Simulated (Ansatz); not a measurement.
Base system: KBr in the rock salt structure (space group Fm-3m, No. 225; a = 6.705 Å).

Level of theory: Ansatz (a first-principles code) PBE, no spin-orbit coupling.

Before the change:

The gap character is direct at Γ.

One thing is altered: the cell is scaled by 1.0100 in all directions; the atoms relax in the strained cell.

### Question
Predict the new energy relative to the base, mean gap deformation potential ΔEg/Δln V and gap character.

### Answer
The energy increases by 1.4 meV/atom; the mean gap deformation potential ΔEg/Δln V is -2.5 eV; the gap character is still direct at Γ.

Stability against distortions was not tested.
